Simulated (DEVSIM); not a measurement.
Device: Mo/SiO2/p-Ge capacitor, at 300 K.

Layer 1 from the left is SiO2, thickness (nm) 1.20. Layer 2 from the left is Ge, thickness (nm) 16000, Na (cm⁻³) 1.4e15.

Metal gate on the left, work function 4.6 eV. Fixed charge at the semiconductor interface 4.2e11 cm⁻² (in units of +e); no interface traps.

Constants are typed, rounded textbook-type inputs, not results; the design itself was drawn at random and stands for no fabricated device. Values at 300 K.

SiO2: gap (eV) 9, affinity (eV) 0.9, permittivity 3.9. Ge: gap (eV) 0.664, affinity (eV) 4, permittivity 16, Nc (cm⁻³) 1.04e19, Nv (cm⁻³) 6e18.

Problem. Estimate by hand the flat-band voltage, the threshold voltage, and compare with a numerical solution.

Solution. 
- Flat-band voltage: C = 2.88 μF/cm², work-function difference 0.152 V; VFB = φms − qNf/C = 0.13 V; numerical 0.13 V.
- Threshold voltage: φF = 0.109 V, depletion charge √(4εqNφF) = 1.18e-8 C/cm²; VT = VFB + 2φF + Qd/C = 0.35 V; numerical 0.35 V.

DEVSIM, 1D Poisson equation in equilibrium, Boltzmann statistics, complete ionisation; no quantum confinement or tunnelling. Metal contacts follow the ideal Schottky-Mott rule: no Fermi-level pinning, no interface dipoles.
